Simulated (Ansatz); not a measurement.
Consider Nb in the bcc (W type) structure (space group Im-3m, No. 229; a = 3.304 Å; relaxed with 0.1 eV smearing). Axes: x, y, z lie along the cube axes.

All numbers come from r2SCAN (Ansatz, an electronic-structure program; PAW; 500 eV plane waves; spin-orbit coupling left out).

Base values:

```
Property                          Value
-----------------------------  --------
Shortest interatomic distance  286.2 pm
```

One thing is altered: biaxial strain −3.00 %, plane normal [001], relaxed out of plane (Cartesian); in-plane vectors clamped, the third vector and the atoms free.

Q: Estimate the effect on the ratio −ε⊥/ε∥, in-plane stress, energy relative to the base and shortest interatomic distance.

A: The ratio −ε⊥/ε∥ is 1.09; the mean in-plane stress (compression positive) amounts to +8.3 GPa; the energy goes up by 27 meV/atom; the shortest interatomic distance shrinks by 2.5 pm (286.2 pm → 283.7 pm).

No phonon test of stability was made. The final runs are not spin-polarised.
